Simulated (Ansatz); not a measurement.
C11b WSi₂ was calculated with r²SCAN-D4 in Ansatz (PAW).

Numerical settings: plane-wave cutoff 560 eV, 24×24×24 k mesh, Fermi–Dirac smearing 0.05 eV, no spin polarisation, scalar-relativistic PAW data made under PBE.

Properties against volume:

Shape and atoms are relaxed at each volume.

| V (Å³/atom) | P (GPa) | c (Å) | a (Å) |
|---|---|---|---|
| 12.774 | 10.61 | 7.700 | 3.155 |
| 13.040 | 5.02 | 7.743 | 3.179 |
| 13.306 | 0.00 | 7.787 | 3.202 |
| 13.572 | -4.52 | 7.830 | 3.225 |
| 13.838 | -8.57 | 7.872 | 3.248 |

Note: the bulk modulus comes from volumes at which shape and atoms were relaxed.

Ansatz is a first-principles code.
